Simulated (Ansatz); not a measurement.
An Ansatz (a quantum-chemistry and plane-wave program) input for LaB6 (1 1 0) on Si0.5Ge0.5, ordered in pairs of (001) planes (1 1 0) (film strained to the substrate, faces as cut):

Ansatz 0.2 input:
```yaml
crystal:
  lattice:
    - [3.960784665, -0.000472951, 0.140815966]
    - [3.960167673, 5.602084155, 0.177147342]
    - [-1.987400436, -1.687453512, 27.410694062]
  atoms:
    - { symbol: Ge, position: [0.350807655, -0.005039822, 0.10121879] }
    - { symbol: Ge, position: [0.601243811, 0.693636841, 0.032974824] }
    - { symbol: Ge, position: [0.344556255, 0.034062825, 0.24626767] }
    - { symbol: Ge, position: [0.607732266, 0.751148862, 0.173961073] }
    - { symbol: Ge, position: [0.342172609, 0.073867509, 0.391046319] }
    - { symbol: Ge, position: [0.60569857, 0.790939882, 0.318744045] }
    - { symbol: Ge, position: [0.346044335, 0.131197689, 0.532077005] }
    - { symbol: Ge, position: [0.599233977, 0.829871475, 0.463849412] }
    - { symbol: Si, position: [0.338343664, 0.438282084, 0.031311129] }
    - { symbol: Si, position: [0.610602273, 0.240122796, 0.104357842] }
    - { symbol: Si, position: [0.356418249, 0.502703909, 0.174944562] }
    - { symbol: Si, position: [0.59529444, 0.283303798, 0.246664957] }
    - { symbol: Si, position: [0.355039536, 0.541593129, 0.318271196] }
    - { symbol: Si, position: [0.59354936, 0.322218002, 0.390031292] }
    - { symbol: Si, position: [0.339467359, 0.584863279, 0.460542872] }
    - { symbol: Si, position: [0.608187004, 0.386053012, 0.533714471] }
    - { symbol: La, position: [0.980251381, 0.380785091, 0.67360256] }
    - { symbol: B, position: [0.826094449, 1.021393102, 0.638667223] }
    - { symbol: B, position: [0.543228748, 0.212539107, 0.596258243] }
    - { symbol: B, position: [0.136456724, 0.71533036, 0.639728078] }
    - { symbol: B, position: [0.331232161, 0.496066123, 0.598931817] }
    - { symbol: B, position: [0.681272485, 0.878167153, 0.672000477] }
    - { symbol: B, position: [0.275638816, 0.882386112, 0.671505835] }
    - { symbol: La, position: [0.473562251, 0.910833052, 0.782606622] }
    - { symbol: B, position: [0.319206055, 0.558274729, 0.750523746] }
    - { symbol: B, position: [0.130148318, 0.738148326, 0.705097296] }
    - { symbol: B, position: [0.629402582, 0.24772492, 0.750063168] }
    - { symbol: B, position: [0.82254531, 1.04422109, 0.704404546] }
    - { symbol: B, position: [0.173275885, 0.41128381, 0.782412417] }
    - { symbol: B, position: [0.774278332, 0.410293898, 0.782852222] }
    - { symbol: La, position: [-0.031511741, 0.440481541, 0.891551836] }
    - { symbol: B, position: [0.817724245, 0.083519428, 0.860174828] }
    - { symbol: B, position: [0.628242796, 0.263312909, 0.814728096] }
    - { symbol: B, position: [0.125147976, 0.777380391, 0.860860517] }
    - { symbol: B, position: [0.318129529, 0.573880731, 0.815203088] }
    - { symbol: B, position: [0.672216161, 0.939214777, 0.89376772] }
    - { symbol: B, position: [0.26687305, 0.94324582, 0.893183732] }
    - { symbol: B, position: [0.405738186, 0.60932649, 0.969038101] }
    - { symbol: B, position: [0.122274334, 0.800092614, 0.926570857] }
    - { symbol: B, position: [0.617831157, 0.325835412, 0.966237945] }
    - { symbol: B, position: [0.811656455, 0.106230491, 0.92551327] }
basis:
  ecutwfc: 500
  ecutrho_ratio: 4
  xc_grid: 4
kpoints:
  mp_grid: { grid: [8, 5, 1] }
hamiltonian:
  xc: r2scan
  dispersion: none
  pseudopotentials: { kind: paw }
scf:
  n_extra_bands: 35
  occupations: { method: fermi_dirac, width: 0.05 }
  convergence: { dr2_threshold: 0.000000001 }
output:
  eigenvalues: true
```

These are r2SCAN (plane waves to 500 eV, PAW; Ansatz) values and carry that method's errors. Scalar-relativistic, without spin–orbit coupling; the runs are not spin-polarised. Its k-point mesh 8×5×1, Fermi–Dirac width 0.05 eV.

Task: What does the end of the output print (band table and long remarks left out, numbers rounded to eight decimals)?

Result: 
```
SCF converged after 13 iterations
Free energy (F): -61779.677740 eV
Harris-Foulkes:  -61779.677740 eV  (|F-HF|=4.37e-11)
Internal energy: -61779.624065 eV  (E = F + TS)
E sigma→0 (E₀):  -61779.650902 eV
Entropy (-TS):   -0.053675 eV (-1.309 meV/atom)
Fermi energy:    8.477504 eV
--- Per-component energies (eV) ---
  E_band       = -1302.501509
  E_kinetic    = 2898.966614
  E_local      = -24830.035464  (includes V_loc(G=0)·N_el)
  E_nonlocal   = 4098.393749
  E_hartree    = 10820.705163
  E_xc         = -2063.443466
  E_vxc        = -2345.718330  (∫ρ·V_xc dr)
  E_paw        = -38507.586404  (= ΣΔE_a)
  E_vpaw       = -2879.728276  (= ΣTr[D̂ρ^β])
  E_aug_tail   = 0.000125  (compensation charges beyond the density's cutoff)
  E_vtau       = 114.209566  (kinetic-family band-sum trace: ∫τ·v_τ [+ j·A + Jᵃ·Aᵃ] dr)
  E_ewald      = -14187.126603
  E_core_change = -9.497778  (= ΣΔE_core)
  E_smearing   = -0.053675  (= −TS)
  E_closure    = 0.000000  (closes the sum)
  Σ components = -61779.677740   (vs F -61779.677740, Δ=0.00e0)
```

Cost: roughly 8 core-minutes.
